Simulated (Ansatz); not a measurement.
## Ir under a change: uniaxial strain ε_zz = +3.00 %

The reference is Ir in the fcc (Cu type) structure (space group Fm-3m, No. 225; a = 3.8450 Å; relaxed with 0.1 eV smearing). Axes: x, y, z lie along the cube axes.

The change: the cell is stretched by 3.00 % along z with no lateral relaxation, atoms relaxed at fixed cell.

Level of theory: r2SCAN, PAW, 500 eV (Ansatz, a first-principles code; no spin-orbit coupling). Settings: 29×29×29 k-points, 0.1 eV Fermi–Dirac smearing.

The volume per atom increases by 0.43 Å³ (14.21 Å³ → 14.64 Å³) and the space group goes from Fm-3m (No. 225) to I4/mmm (No. 139). The shortest interatomic distance remains 5.138 bohr and the energy increases by 24 meV/atom. The pressure (mean of the normal stresses, compression positive) goes from zero to -10.1 GPa and the band gap stays zero. The stress (xx, yy, zz, yz, xz, xy; compression positive) amounts to (-6.6, -6.6, -17.2, 0.0, 0.0, 0.0) GPa.

Final structure:

```yaml
crystal:
  lattice:
    - [0.00000, 1.92250, 1.98018]
    - [1.92250, 0.00000, 1.98018]
    - [1.92250, 1.92250, 0.00000]
  atoms:
    - { symbol: Ir, position: [0.00000, 0.00000, 0.00000] }
```

Stability against distortions was not tested. All final runs are without spin polarisation.
